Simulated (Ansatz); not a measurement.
Consider BP in the zinc blende structure (space group F-43m, No. 216; a = 4.520 Å). Axes: x, y, z lie along the cube axes.

Calculations: Kohn–Sham DFT with the PBEsol functional, run in Ansatz (an electronic-structure program) with PAW and 420 eV plane waves, without spin-orbit coupling, earlier PAW set.

For the base:

* **Volume per atom**: 11.54 Å³
* **Valence-band top at Γ**: 0.00, 0.00, 0.00 eV

One thing is altered: biaxial strain +1.79 %, plane normal [001], relaxed out of plane (Cartesian); in-plane vectors clamped, the third vector and the atoms free.

**Question.** Estimate the effect on the in-plane stress.

**Answer.** The mean in-plane stress (compression positive) amounts to -6.6 GPa.

**Question.** What does the calculation give for the volume per atom after the change?

**Answer.** The volume per atom rises by 0.32 Å³ (11.54 Å³ → 11.86 Å³).

**Question.** Predict the new valence-band top at Γ.

**Answer.** The valence-band top at Γ (three highest levels, from the VBM) changes from 0.00, 0.00, 0.00 eV to 0.00, -0.25, -0.25 eV.

The levels and masses belong to the bands next to the band gap. Whether these cells are dynamically stable was not tested.
